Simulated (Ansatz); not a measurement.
TiAl (Pm-3m, No. 221, 2 atoms in the cell; start mp-1061123; another space group than a measured phase of this formula) was calculated with LDA (Ansatz, a quantum-chemistry and plane-wave program, PAW).

From the output:

```
WARN output.stress: scf.convergence.dr2_threshold = 1e-7 eV (the SCF's general default) is looser than the 2e-10 eV advised for a printed stress (1e-10 eV for …
Relaxation: its limit of steps is 80 (relax.max_steps)
Crystal: 2 atoms, lattice volume = 31.105 Å³
Basis set: ecut = 520 eV, 847 PW (Γ), exchange–correlation on 48×48×48 points (8 copies of the dense FFT grid, shifted against one another)
Bands: 12, of which v1, the nominal top of the filled ones, is band 8 counted from 1 (7 counted from 0)
Symmetry: 48 space group operations
Space group: Pm-3m (ITA 221), of the structure as read, at distance tolerance 3.1e-5 Å
k-points: 220 of 5832
Initial density: superposition of atomic densities (chi_scale 0.1, normalization cell, long waves kept (reshape's long-wave potential 0.00 eV rms))
Functional: x = slater, c = lda
SCF iter   1: F=—  HF=-2963.964601 eV  |F-HF|=—  |Δ(HF+E_count)|=         —  Δρ=4.17e-2  dr2=4.87e-1
SCF iter   2: F=—  HF=-2963.825221 eV  |F-HF|=—  |Δ(HF+E_count)|=   1.39e-1  Δρ=2.35e-2  dr2=1.63e-1
  ...
SCF iter   5: F=—  HF=-2963.751787 eV  |F-HF|=—  |Δ(HF+E_count)|=   1.58e-7  Δρ=3.31e-5  dr2=2.04e-7
SCF iter   6: F=-2963.751787 eV  HF=-2963.751787 eV  |F-HF|=5.51e-9  |Δ(HF+E_count)|=   3.96e-8  Δρ=4.72e-6  dr2=5.21e-9
SCF 1 converged in 6 iterations: F = -2963.751787 eV  dr2 = 5.21e-9
relax step   1: F+E_penalty+E_count = -2963.75178690 eV  Δ(F+E_penalty+E_count) = +0.000e0 eV  max|allowed force component| = 5.341e-31 eV/Å  Δτ_max = 0.0000 Å  (6 SCF iters, accepted)
SCF converged after 6 iterations
Free energy (F): -2963.751787 eV
Internal energy: -2963.732458 eV  (E = F + TS)
E sigma→0 (E₀):  -2963.742122 eV
Fermi energy:    11.550259 eV
--- Forces (eV/Å), atoms counted from 1 ---
  atom   1  Ti    -0.00000000     0.00000000    -0.00000000
  atom   2  Al     0.00000000     0.00000000     0.00000000
--- Stress (GPa, compression-positive) ---
       -2.391174       0.000000       0.000000
        0.000000      -2.391174      -0.000000
        0.000000      -0.000000      -2.391174
  P = ⅓ Tr σ = -2.3912 GPa (-23.912 kbar)
```

Write an input file that could have produced this run (the log leaves some choices open).

This is not unique; one that fits is 
Ansatz 0.2 input:
```yaml
crystal:
  lattice:
    - [3.1449139481, 0.0, 0.0]
    - [0.0, 3.1449139481, 0.0]
    - [0.0, 0.0, 3.1449139481]
  atoms:
    - { symbol: Ti, position: [0.0, 0.0, 0.0] }
    - { symbol: Al, position: [0.5, 0.5, 0.5] }
basis:
  ecutwfc: 520
  ecutrho_ratio: 4
  xc_grid: 2
kpoints:
  mp_grid: { grid: [18, 18, 18] }
hamiltonian:
  xc: lda
  dispersion: none
  pseudopotentials: { azcp: { folder: ./paw }, kind: paw }
scf:
  occupations: { method: fermi_dirac, width: 0.05 }
output:
  forces: true
  stress: true
  eigenvalues: true
relax:
  f_tol: 0.004
  escape_saddle: false
  max_steps: 80
```

The cell is one volume of an energy–volume scan, off the minimum.

The PAW data were made under PBE.

Note: the run has no spin polarisation, so it can have missed a magnetic state. Note: the relaxation could not lower the start's symmetry, so the cell can be a saddle point above a distorted one.

The result took roughly 6 core-seconds.

A start named mp-… is a Materials Project structure, which need not be a measured phase.
